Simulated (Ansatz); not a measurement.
Take PbTe in the rock salt structure (space group Fm-3m, No. 225; a = 6.3796 Å) as the base. Axes: x, y, z lie along the cube axes.

Method: LDA (Ansatz, a first-principles code, PAW, without spin-orbit coupling).

For the base:

| Property | Result |
|---|---|
| Valley order | L along ⟨111⟩ 0.57 eV; a point along ⟨110⟩, about 0.6 Å⁻¹ from Γ 1.18 eV; a point along ⟨100⟩, about 0.4 Å⁻¹ from Γ 1.70 eV |

It is then changed as follows: tensor shear ε_xy = +1.14 % (engineering shear γ = 0.0228), atoms relaxed at fixed cell.

Question: What does the calculation give for the valley order after the change?

Answer: The valley order (the lowest conduction-band minima on the path, energy above the VBM, named in the base's zone) becomes L along [1-11] 0.45 eV; L along [111] 0.56 eV; a point along [1-10], about 0.6 Å⁻¹ from Γ 1.03 eV; a point along [110], about 0.6 Å⁻¹ from Γ 1.22 eV (base: L along ⟨111⟩ 0.57 eV; a point along ⟨110⟩, about 0.6 Å⁻¹ from Γ 1.18 eV; a point along ⟨100⟩, about 0.4 Å⁻¹ from Γ 1.70 eV).

With Pb and Te present, leaving out spin-orbit coupling can change the band edges. The levels and masses belong to the bands next to the band gap. The cells carry an imposed strain or load. Whether these cells are dynamically stable was not tested.
